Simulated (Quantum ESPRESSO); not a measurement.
## Short convergence ladders for RbCrSe2 (R3m, 4 atoms in the cell)

```
CELL_PARAMETERS angstrom
      1.93697     1.11831     7.78303
     -1.93697     1.11831     7.78303
      0.00000    -2.23662     7.78303
ATOMIC_POSITIONS crystal
  Rb 0.16806 0.16806 0.16806
  Cr 0.99775 0.99775 0.99775
  Se 0.38859 0.38859 0.38859
  Se 0.60744 0.60744 0.60744
```
Moments meant for the start (each program seeds them in its own way; μB, in the order of the atoms Rb Cr Se Se): 0.0 3.0 0.0 0.0.

Base method: PBEsol, GBRV 1.5 ultrasoft (PBESOL) pseudopotentials (plane waves; Quantum ESPRESSO).

Base settings: ecutwfc = 50 Ry; ecutrho = 400 Ry; occupations = smearing; smearing = fermi-dirac; degauss = 0.0036749 Ry; nspin = 2; potentials = {Rb: rb_pbesol_v1.uspp.F.UPF, Cr: cr_pbesol_v1.5.uspp.F.UPF, Se: se_pbesol_v1.uspp.F.UPF}; K_POINTS = automatic 3 3 3 0 0 0; conv_thr = 1e-10 Ry; mixing_beta = 0.4.

The count of work is k-points × plane waves × bands × iterations; it is no time. 

**The k-point mesh**

Only quantities that move along the ladder and can be compared are tabulated.

```tsv
K_POINTS	free energy less the last step's (meV/atom)	pressure (GPa)	largest difference of a force vector from the last step's (eV/Å)	gap on the mesh (eV)	count of work / last
automatic 2 2 2 0 0 0	82.13	-2.27	0.601	1.468	0.058
automatic 3 3 3 0 0 0	12.55	-2.94	0.056	1.150	0.087
automatic 5 5 5 0 0 0	3.16	-3.03	0.004	0.929	0.27
automatic 7 7 7 0 0 0	0.06	-3.06	0.001	0.862	0.68
automatic 8 8 8 0 0 0	0.00	-3.06	0.000	0.778	1.0
```

Coarsest K_POINTS that holds the pressure within 0.1 GPa of the last step, with all finer ones: automatic 5 5 5 0 0 0, at 0.27 of the last step's count of work; the step before is off by 0.12 GPa.

Coarsest K_POINTS that holds the free energy within 2 meV/atom of the last step, with all finer ones: automatic 7 7 7 0 0 0; the step before is off by 3.2 meV/atom.

**The SCF threshold**

The mesh stays at the base's, so the ladder's end is converged at best in this setting alone.

Only quantities that move along the ladder and can be compared are tabulated; the gap is left out on so coarse a mesh.

| conv_thr | free energy less the last step's (meV/atom) | largest difference of a force vector from the last step's (eV/Å) | count of work / last |
|---|---|---|---|
| 0.0073 Ry | 4.61 | 0.061 | 0.26 |
| 7.3e-05 Ry | 0.18 | 0.038 | 0.37 |
| 1e-10 Ry | 0.00 | 0.000 | 0.79 |
| 7.3e-14 Ry | 0.00 | 0.000 | 1.0 |

Coarsest conv_thr that holds the forces within 0.01 eV/Å of the last step, with all finer ones: 1e-10 Ry; the step before is off by 0.038 eV/Å.

Coarsest conv_thr that holds the free energy within 2 meV/atom of the last step, with all finer ones: 7.3e-05 Ry, at 0.37 of the last step's count of work; the step before is off by 4.6 meV/atom.

On the base run: the starting cell comes from a database of computed structures (which also holds hypothetical and non-ambient phases and stackings), without a prior relaxation at this level. Its lattice was rescaled by up to half a per cent. One atom was moved a little off its site on purpose. With one magnetic atom in the cell only a parallel order is possible. Another mesh or the band path of this cell gives a smaller gap, so this value is not converged in the mesh.
